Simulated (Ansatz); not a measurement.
Consider In-vacancy pair (In on one host Zr site, one O site vacant) in cubic BaZrO3, charge state +1. The step: a nearby O atom hops onto the vacant site (In-vacancy distance between ideal sites 2.11 → 4.73 Å); the atom moves 2.46 Å along (0.00, 0.38, 0.44) of the unit cell; the moving atom starts with neighbours Zr at 2.06, Zr at 2.16 Å and ends with In at 2.21; Zr at 2.04 Å. A PBE band in Ansatz (plane-wave PAW, the Γ point alone, 60 host sites, 147 SCF runs with any check of the saddle's order, static, no finite-size correction) gives a forward barrier of 0.72 eV. The saddle point's order was not checked. The charge state is imposed; whether it is stable for some Fermi level was not computed. Forms of the defect that were not tried may lie lower.

Single points at the band's start and saddle point can refine it. Rough cost of one point, in units of the band's mean SCF on the same machine:

```
Level                                             Cost of one point
------------------------------------------------  -----------------
PBE, a 2×2×2 k-point mesh shifted by half a step            about 9
r2SCAN at 500 eV, the Γ point alone                         about 3
```

Task: Which of these move the barrier by more than 0.1 eV, and how far does each move it?

Result: PBE, a 2×2×2 k-point mesh shifted by half a step: -0.12 eV; r2SCAN at 500 eV, the Γ point alone: +0.04 eV. Each functional is compared with PBE at the same k-points.

Ansatz is a first-principles code.
